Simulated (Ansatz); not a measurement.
## Several settings converged on Al₃Ni₂ (P-3m1, 5 atoms in the cell)

```
CELL_PARAMETERS angstrom
      4.00618     0.00000     0.00000
     -2.00309     3.46946     0.00000
      0.00000     0.00000     4.89550
ATOMIC_POSITIONS crystal
  Al 0.00000 0.00000 0.00000
  Al 0.33333 0.66667 0.64808
  Al 0.66667 0.33333 0.35192
  Ni 0.33333 0.66667 0.14657
  Ni 0.66667 0.33333 0.85343
```

Base method: LDA (PW92), default PAW files made with PBE (plane waves; Ansatz, an electronic-structure program).

Base settings: basis.ecutwfc = 420 eV; kpoints.mp_grid.grid = 10 10 7; hamiltonian.xc = lda; hamiltonian.pseudopotentials = {kind: paw} (the program's default PAW files); scf.occupations.method = fermi_dirac; scf.occupations.width = 0.1 eV.

Core times come from one kind of shared machine, to one figure; runs under 30 s give none.

**Zone-centre phonons against the cutoff**

In this ladder: phonons.method = dfpt.

The mesh stays at the base's, so the ladder's end is converged at best in this setting alone.

Frequencies are those of the unrelaxed cell, without the LO-TO term of polar crystals.

Only quantities that move along the ladder and can be compared are tabulated.

```tsv
basis.ecutwfc	highest zone-centre frequency (cm⁻¹)	lowest optical frequency (cm⁻¹)	core time / last (rough)
210 eV	388.0	180.7	0.2
250 eV	333.4	184.5	0.2
295 eV	357.7	193.2	0.2
420 eV	360.8	192.0	0.4
630 eV	360.8	192.0	1
```

Coarsest basis.ecutwfc that holds the lowest optical frequency within 2 cm⁻¹ of the last step, with all finer ones: 295 eV, at about 0.2 of the last step's time; the step before is off by 7.5 cm⁻¹.

Coarsest basis.ecutwfc that holds the highest zone-centre frequency within 1 cm⁻¹ of the last step, with all finer ones: 420 eV, at about 0.4 of the last step's time; the step before is off by 3.0 cm⁻¹.

**Zone-centre phonons against the mesh**

In this ladder: phonons.method = dfpt.

Frequencies are those of the unrelaxed cell, without the LO-TO term of polar crystals.

Only quantities that move along the ladder and can be compared are tabulated.

| kpoints.mp_grid.grid | highest zone-centre frequency (cm⁻¹) | lowest optical frequency (cm⁻¹) | core time / last (rough) |
|---|---|---|---|
| 3 3 2 | 363.9 | 202.2 | – |
| 3 3 3 | 363.1 | 197.7 | – |
| 4 4 3 | 358.2 | 191.4 | – |
| 6 6 4 | 359.8 | 190.1 | 0.03 |
| 9 9 7 | 360.1 | 192.0 | 0.10 |
| 14 14 10 | 360.2 | 191.7 | 1 |

Coarsest kpoints.mp_grid.grid that holds the lowest optical frequency within 1 cm⁻¹ of the last step, with all finer ones: 9 9 7, at about 0.10 of the last step's time; the step before is off by 1.6 cm⁻¹.

Coarsest kpoints.mp_grid.grid that holds the highest zone-centre frequency within 1 cm⁻¹ of the last step, with all finer ones: 6 6 4, at about 0.03 of the last step's time; the step before is off by 2.1 cm⁻¹.

**The force threshold of a relaxation**

On Al3Ni2 (P3m1, 5 atoms in the cell): one atom moved by 0.15 angstrom.

In this ladder: relax = atoms.

The mesh stays at the base's, so the ladder's end is converged at best in this setting alone.

Only quantities that move along the ladder and can be compared are tabulated.

```csv
relax.f_tol,free energy less the last step's (meV/atom),largest force left (eV/Å),relaxation steps
0.2 eV/Å,0.64,0.1673,3
0.1 eV/Å,0.02,0.0328,4
0.05 eV/Å,0.02,0.0326,5
0.02 eV/Å,0.00,0.0004,5
0.005 eV/Å,0.00,0.0007,6
0.001 eV/Å,0.00,0.0009,6
```

Coarsest relax.f_tol that holds the largest force left within 0.01 eV/Å of the last step, with all finer ones: 0.02 eV/Å; the step before is off by 0.032 eV/Å.

Coarsest relax.f_tol that holds the free energy within 0.1 meV/atom of the last step, with all finer ones: 0.1 eV/Å; the step before is off by 0.64 meV/atom.

On the base run: the starting cell comes from a database of computed structures (which also holds hypothetical and non-ambient phases and stackings), without a prior relaxation at this level. Its lattice was rescaled by up to half a per cent. Spin polarisation is off. In the base run, with a pressure of about -5 GPa the cell is away from its equilibrium volume at this level.

Keys are those of Ansatz 0.2.
